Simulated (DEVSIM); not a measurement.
Device: Pt/Al2O3/p-Ge capacitor, at 250 K.

```csv
layer (left to right),material,thickness (nm),Na (cm⁻³)
1,Al2O3,8.10,-
2,Ge,16000,1.4e15
```

Metal gate on the left, work function 5.6 eV. Fixed charge at the semiconductor interface 0 cm⁻² (in units of +e); no interface traps.

This is a model device: material constants are rounded textbook-type values typed into the input, and sizes, dopings and lifetimes were drawn at random. Values at 300 K; Nc and Nv go as T^1.5, mobilities as T to minus their exponent, the gap by Varshni's rule with the affinity fixed.

```tsv
parameter	Al2O3	Ge
gap (eV)	6.8	0.664
affinity (eV)	1.35	4
permittivity	9	16
Nc (cm⁻³)	-	1.04e19
Nv (cm⁻³)	-	6e18
Varshni α (eV/K)	-	0.000477
Varshni β (K)	-	235
```

Model (solved in DEVSIM): 1D Poisson equation in equilibrium, Boltzmann statistics, complete ionisation; no quantum confinement or tunnelling. Metal contacts follow the ideal Schottky-Mott rule: no Fermi-level pinning, no interface dipoles.

The substrate doping was swept, all else fixed.

```
substrate doping (cm^-3)  flat-band voltage (V)  threshold voltage (band bending 2φF) (V)  minimum of the low-frequency capacitance (μF/cm²)
------------------------  ---------------------  ----------------------------------------  -------------------------------------------------
7e13                                       1.16                                      1.35                                            0.00871
1.4e14                                     1.14                                      1.37                                             0.0112
2.8e14                                     1.13                                      1.38                                             0.0147
7e14                                       1.11                                      1.41                                             0.0202
1.4e15                                     1.09                                      1.43                                             0.0266
2.8e15                                     1.08                                      1.45                                             0.0357
```

From the first row to the last the flat-band voltage goes from 1.16 to 1.08. From the first row to the last the threshold voltage (band bending 2φF) goes from 1.35 to 1.45.
